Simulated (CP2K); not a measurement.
Input and output of a self-consistent single point for CaCd2As2 (P-3m1, 5 atoms in the cell) (CP2K).

Level of theory: LDA (Pade form), GPW, DZVP-MOLOPT-SR-GTH basis, GTH-PADE potentials (GTH_POTENTIALS) (CP2K).

The change in words: lattice scaled by 0.98. Reference geometry:
```
CELL_PARAMETERS angstrom
      4.41388     0.00000     0.00000
     -2.20694     3.82253     0.00000
      0.00000     0.00000     7.20606
ATOMIC_POSITIONS crystal
  Ca 0.00000 0.00000 0.00000
  Cd 0.33333 0.66667 0.63325
  Cd 0.66667 0.33333 0.36675
  As 0.33333 0.66667 0.23766
  As 0.66667 0.33333 0.76234
```

Reference input (self-consistent single point, DFT LDA (Pade form), GPW, DZVP-MOLOPT-SR-GTH basis, GTH-PADE potentials (GTH_POTENTIALS)): CUTOFF = 500 Ry; REL_CUTOFF = 60 Ry; SMEAR/METHOD = FERMI_DIRAC; ELECTRONIC_TEMPERATURE = 580.23 K; KPOINTS/SCHEME = MONKHORST-PACK 7 7 4; GAMMA_CENTERED = T; XC_FUNCTIONAL = PADE; Ca/BASIS_SET = DZVP-MOLOPT-SR-GTH; Ca/POTENTIAL = GTH-PADE-q10; Cd/BASIS_SET = DZVP-MOLOPT-SR-GTH; Cd/POTENTIAL = GTH-PADE-q12; As/BASIS_SET = DZVP-MOLOPT-SR-GTH. This run's input differs from it in these lines:

```diff
@@ -64,5 +64,5 @@
     &CELL
-      A 4.41388000 0.00000000 0.00000000
-      B -2.20694000 3.82253200 0.00000000
-      C 0.00000000 0.00000000 7.20606000
+      A 4.32560200 0.00000000 0.00000000
+      B -2.16280100 3.74608100 0.00000000
+      C 0.00000000 0.00000000 7.06193900
       PERIODIC XYZ
```

The program printed (abridged):

```
 SCF WAVEFUNCTION OPTIMIZATION

  Step     Update method      Time    Convergence         Total energy    Change
     1 NoMix/Diag. 0.40E+00      -     1.61243717      -142.1462126728 -1.42E+02
     2 Broy./Diag. 0.40E+00      -     0.05490891      -142.4835372460 -3.37E-01
     3 Broy./Diag. 0.40E+00      -     0.10770001      -141.8559862745  6.28E-01
     4 Broy./Diag. 0.40E+00      -     0.02372279      -141.5650667394  2.91E-01
     5 Broy./Diag. 0.40E+00      -     0.01148883      -141.6836681145 -1.19E-01
     6 Broy./Diag. 0.40E+00      -     0.00507591      -141.7193034625 -3.56E-02
   [... 6 lines left out ...]
    13 Broy./Diag. 0.40E+00      -     0.00000611      -141.7057685720  6.86E-05
    14 Broy./Diag. 0.40E+00      -     0.00000157      -141.7057789640 -1.04E-05
    15 Broy./Diag. 0.40E+00      -     0.00000135      -141.7057827185 -3.75E-06
    16 Broy./Diag. 0.40E+00      -     0.00000030      -141.7057823411  3.77E-07
  *** SCF run converged in    16 steps ***

  Overlap energy of the core charge distribution:               0.00000000235725
  Self energy of the core charge distribution:               -247.17158806499546
  Core Hamiltonian energy:                                     70.66096433135284
  Hartree energy:                                              56.12579937339782
  Exchange-correlation energy:                                -21.32094853337179
  Electronic entropic energy:                                  -0.00000944974339
  Fermi energy:                                                 0.23445930805349

  Total energy:                                              -141.70578234109516
  Total energy (extrapolated to T->0):                       -141.70577761622346

   [... lines left out ...]

 STRESS| Analytical stress tensor [bar]
 STRESS|                        x                   y                   z
 STRESS|      x        4.15049670700E+03   5.37551899684E-01  -3.20965361038E-01
 STRESS|      y        5.37551899684E-01   4.15148819961E+03   1.96435295442E-01
 STRESS|      z       -3.20965361038E-01   1.96435295442E-01   1.08608931670E+03
 STRESS| 1/3 Trace                                             3.12935807444E+03
```

The run converged in 16 iterations. Against the reference run the free energy goes down by 14.2 meV/atom, the pressure goes from -3.29 to 0.31 GPa, the largest force goes from 0.024 to 0.227 eV/Å and a clean gap of 0.32 eV is found on the mesh, where there was none.

The starting cell comes from a database of computed structures (which also holds hypothetical and non-ambient phases and stackings), without a prior relaxation at this level. For this run, on top of that: lattice scaled by 0.98. Values carry the incompleteness of an atom-centred basis.

Cost on one core of a shared machine: roughly 60 s.
